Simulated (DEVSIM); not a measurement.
Device: illuminated In0.53Ga0.47As p-on-n cell, one wavelength, at 350 K.

```tsv
layer (left to right)	material	thickness (μm)	Nd (cm⁻³)	Na (cm⁻³)	τn (s)	τp (s)	absorption coefficient (cm⁻¹)
1	In0.53Ga0.47As	0.350	-	6.6e17	2.9e-8	8e-9	25000
2	In0.53Ga0.47As	1.20	1.3e15	-	4.2e-8	4.2e-8	25000
```

Left contact: ohmic, minority electron recombination velocity 1e6 cm/s. Right contact: ohmic, minority hole recombination velocity 2000 cm/s. Voltage is applied to the left contact. Recombination: SRH at mid-gap, radiative, Auger. Light enters at the left, 1.6e17 photons cm⁻² s⁻¹, one pass, no reflection. Mobility is μmin + (μ − μmin)/(1 + (N/Nref)^α).

This is a model device: material constants are rounded textbook-type values typed into the input, and sizes, dopings and lifetimes were drawn at random. Values at 300 K; Nc and Nv go as T^1.5, mobilities as T to minus their exponent, the gap by Varshni's rule with the affinity fixed.

```csv
parameter,In0.53Ga0.47As
gap (eV),0.74
affinity (eV),4.51
permittivity,13.9
Nc (cm⁻³),2.1e17
Nv (cm⁻³),7.7e18
μn (cm²/Vs),12000
μp (cm²/Vs),300
"μn,min",300
"μp,min",10
"Nref,n",1.3e17
"Nref,p",4.9e17
αn,0.48
αp,0.4
T exponent of μn,1.6
T exponent of μp,1.6
B (cm³/s),9.6e-11
Cn (cm⁶/s),5e-29
Cp (cm⁶/s),5e-29
Varshni α (eV/K),0.00035
Varshni β (K),190
```

Model (solved in DEVSIM): 1D drift-diffusion, Boltzmann statistics, complete ionisation; no tunnelling, impact ionisation, image-force lowering or self-heating.

The photon flux was swept, all else fixed.

| photon flux (cm^-2 s^-1) | short-circuit current (mA/cm²) | largest power (mW/cm²) | open-circuit voltage (V) | fill factor |
|---|---|---|---|---|
| 4.8e15 | 0.684 | 0.0101 | 0.048 | 0.31 |
| 1.6e16 | 2.28 | 0.0792 | 0.087 | 0.40 |
| 4.8e16 | (withheld) | 0.398 | (withheld) | (withheld) |
| 1.6e17 | 22.8 | 2.05 | 0.168 | 0.54 |
| 4.8e17 | 68.4 | 8.20 | 0.206 | 0.58 |
| 1.6e18 | 228 | 35.2 | 0.247 | 0.63 |
| 4.8e18 | 684 | 128 | 0.284 | 0.66 |

What belongs in the gaps?


- 4.8e16, short-circuit current (mA/cm²): 6.84
- 4.8e16, open-circuit voltage (V): 0.126
- 4.8e16, fill factor: 0.46
